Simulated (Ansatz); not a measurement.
CsCl-type CoAl was calculated with rVV10 in Ansatz (plane waves, PAW).

Total energies, extrapolated to zero smearing (they compare only within this program, potentials and cutoff):

Magnetic elements are taken in their magnetic phases.

| system | energy (eV/atom) |
|---|---|
| CsCl-type CoAl, relaxed | -2849.2397 |
| fcc Al | -547.1777 |
| hcp Co | -5150.0907 |

Question: Work out the enthalpy of formation per atom.

Answer: ΔH_f ≈ ΔE = -2849.2397 − [1 × (-547.1777) + 1 × (-5150.0907)]/2 = -0.605 eV/atom (0 K, no vibrations). The reference value is -0.537 ± 0.01 eV/atom (measured, 298 K, copied from a table, unchecked, not corrected to a static lattice; as tabulated in Wang et al. (2021), doi:10.1038/s41598-021-94550-5), a difference of -0.068 eV/atom.

The PAW data were made under PBE.

Ansatz is a quantum-chemistry and plane-wave program.
